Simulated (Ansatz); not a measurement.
CsCl-type TiCo was calculated with PBE (PAW; Ansatz, an electronic-structure program).

Run with plane-wave cutoff 520 eV, 16×16×16 k mesh, Fermi–Dirac smearing 0.1 eV, perturbation theory, force constants from a 4×4×4 q mesh, no spin polarisation, scalar-relativistic PAW data made under PBE.

Computed at the level's own relaxed cell. Harmonic vibrational thermodynamics at fixed volume:

| T (K) | S_vib (J/K per mol of atoms) | C_V (J/K per mol of atoms) | F_vib (eV/atom) |
|---|---|---|---|
| 0 | 0.00 | 0.00 | 0.0312 |
| 200 | 24.11 | 21.83 | 0.0087 |
| 500 | 45.59 | 24.39 | -0.1041 |
| 700 | 53.85 | 24.66 | -0.2076 |
| 800 | 57.14 | 24.72 | -0.2652 |
| 900 | 60.06 | 24.77 | -0.3259 |
| 1000 | 62.67 | 24.80 | -0.3896 |

The crystal is taken as a harmonic solid at every temperature: melting, phase changes and thermal expansion are not seen, nor the electrons' share in a metal.
